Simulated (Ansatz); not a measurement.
**NbAgO3 under a change: holes 2.0×10^21 cm⁻³**

The parent structure is NbAgO3 in the cubic perovskite structure (space group Pm-3m, No. 221; a = 3.9499 Å; a cell from a computed database, its experimental status unchecked).

Perturbation: 0.123 holes added to each cell, a density of 2.0×10^21 cm⁻³, with a uniform compensating background at fixed cell and a 300 K Fermi–Dirac width.

Level of theory: Ansatz (a first-principles code) PBEsol, no spin-orbit coupling. Γ-centred 12×12×12 mesh, Fermi–Dirac width 0.0259 eV.

| quantity | base | changed | shift |
|---|---|---|---|
| gap between the host's bands | 1.40 eV | 1.46 eV | +0.06 eV |
| gap character | indirect, M → X | indirect, M → X | – |
| Fermi level relative to the doped band's edge (positive inside the band; to 0.05 eV) | – | +0.10 eV | – |

Final structure:

```
NbAgO3
1.0
    3.94989     0.00000     0.00000
    0.00000     3.94989     0.00000
    0.00000     0.00000     3.94989
Nb Ag O
1 1 3
Direct
  0.00000   0.00000   0.00000
  0.50000   0.50000   0.50000
  0.50000   0.00000   0.00000
  0.00000   0.50000   0.00000
  0.00000   0.00000   0.50000
```
Cell charge +0.12325.

Cost of the whole job for the changed cell (relaxation, final SCF and bands): roughly 30 core-seconds.

Carriers are added with a uniform compensating background; total energy and stress of such cells depend on the potential's zero and are not compared; many-body gap narrowing is missing at this level. No phonon test of stability was made. Many cubic perovskites are stable only at high temperature; tilts and polar distortions were not tested.
